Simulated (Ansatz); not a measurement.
**What isotropic strain +4.16 % does to hypothetical Fm-3m WGe2**

Consider WGe$_{2}$ (space group Fm-3m, No. 225; a = 6.081 Å; a hypothetical phase, not in the database extracts checked; relaxed with 0.1 eV smearing).

One thing is altered: the cell is scaled by 1.0416 in all directions; the atoms relax in the strained cell.

Computed with plane-wave PAW DFT at the r2SCAN level (Ansatz, a program for electronic structure, 500 eV), no spin-orbit coupling, earlier PAW set. Settings: 16×16×16 k-points, 0.1 eV Fermi–Dirac smearing.

```csv
quantity,base,changed,shift
volume per atom,18.74 Å³,21.17 Å³,+2.437 Å³
space group,Fm-3m (No. 225),Fm-3m (No. 225),–
shortest interatomic distance,2.633 Å,2.743 Å,+0.110 Å
energy relative to the base (free energy F),0 meV/atom,+102 meV/atom,+102 meV/atom
band gap,zero,zero,–
```

Final structure:

```
CELL_PARAMETERS angstrom
      0.00000     3.16677     3.16677
      3.16677     0.00000     3.16677
      3.16677     3.16677     0.00000
ATOMIC_POSITIONS crystal
  W  0.00000 0.00000 0.00000
  Ge 0.25000 0.25000 0.25000
  Ge 0.75000 0.75000 0.75000
```

Stability against distortions was not tested. All final runs are without spin polarisation. WGe2 has a high density of states at the Fermi level and may be magnetic at this level.
